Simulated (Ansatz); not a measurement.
Phonon-limited electron mobility of Si (Fd-3m) in cm²/(V·s), PBE with spin-orbit coupling, finite-displacement electron-phonon coupling, linearised Boltzmann equation run with Ansatz (a first-principles code). Condition of this run: spin-orbit coupling switched on. Geometry: relaxed with this functional, without spin-orbit coupling.

```json
[
 {"Condition": "150 K", "μ": "6500"},
 {"Condition": "200 K", "μ": "3400"},
 {"Condition": "250 K", "μ": "2000"},
 {"Condition": "300 K", "μ": "1340"},
 {"Condition": "350 K", "μ": "…"},
 {"Condition": "400 K", "μ": "693"},
 {"Condition": "500 K", "μ": "418"},
 {"Condition": "600 K", "μ": "…"}
]
```

Q: What belongs in the gaps?

A: 
- 350 K, μ: 941
- 600 K, μ: 277

Q: What exponent p of μ ∝ T^−p fits 200 to 400 K (along x)?

A: p ≈ 2.3; acoustic deformation-potential scattering alone gives 1.5.

Scattering by harmonic phonons alone: no impurities, screening or carrier-carrier scattering, bands fixed at 0 K. From a coarser fine mesh the values given move by up to 7 %. The mesh was bound by memory.
